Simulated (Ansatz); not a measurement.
Consider Ge in the diamond structure (space group Fd-3m, No. 227).

```
CELL_PARAMETERS angstrom
      0.00000     2.88084     2.88084
      2.88084     0.00000     2.88084
      2.88084     2.88084     0.00000
ATOMIC_POSITIONS crystal
  Ge 0.00000 0.00000 0.00000
  Ge 0.25000 0.25000 0.25000
```

Method: plane-wave PAW DFT at the PBE level (Ansatz, an electronic-structure program, 420 eV), scalar-relativistic without spin-orbit coupling.

Strains are applied to the cell and any free atomic positions relax.

One change was made to it. Results:

```json
[
 {"quantity": "energy relative to the base (free energy F)", "base": "0 meV/atom", "after": "+9.4 meV/atom"},
 {"quantity": "pressure", "base": "0.0 GPa", "after": "3.0 GPa"}
]
```

### Question
Which of these changes matches the shifts?
A. isotropic strain −1.50 %
B. isotropic strain −0.50 %
C. isotropic strain +2.00 %
D. isotropic strain −2.00 %

### Answer
A, isotropic strain −1.50 %. For comparison, the energy relative to the base in the other runs: isotropic strain −2.00 % gives +17 meV/atom; isotropic strain +2.00 % gives +15 meV/atom; isotropic strain −0.50 % gives +1.0 meV/atom.

No phonon test of stability was made.
